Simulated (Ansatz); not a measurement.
HgS (Fm-3m, No. 225, 2 atoms in the cell; start mp-10764; a measured phase of this formula has another space group)

The numbers are results of PBEsol in Ansatz (PAW), not measurements.

Run with plane-wave cutoff 500 eV, 12×12×12 k mesh, Fermi–Dirac smearing 0.05 eV, scalar-relativistic PAW data made under PBE.

Cell (relaxed at this level):

```
HgS
1.0
    0.00000     2.72553     2.72553
    2.72553     0.00000     2.72553
    2.72553     2.72553     0.00000
Hg S
1 1
Direct
  0.00000   0.00000   0.00000
  0.50000   0.50000   0.50000
```

```json
{
  "band_gap": "none"
}
```

Note: the relaxation could not lower the start's symmetry, so the cell can be a saddle point above a distorted one.

Spin–orbit coupling is not included; it can shift volumes and moduli of such heavy elements.

Computed values are for the static lattice.

Cost on a shared machine: very roughly 12 core-seconds.

A start named mp-… is a Materials Project structure, which need not be a measured phase.

Ansatz is an electronic-structure program.
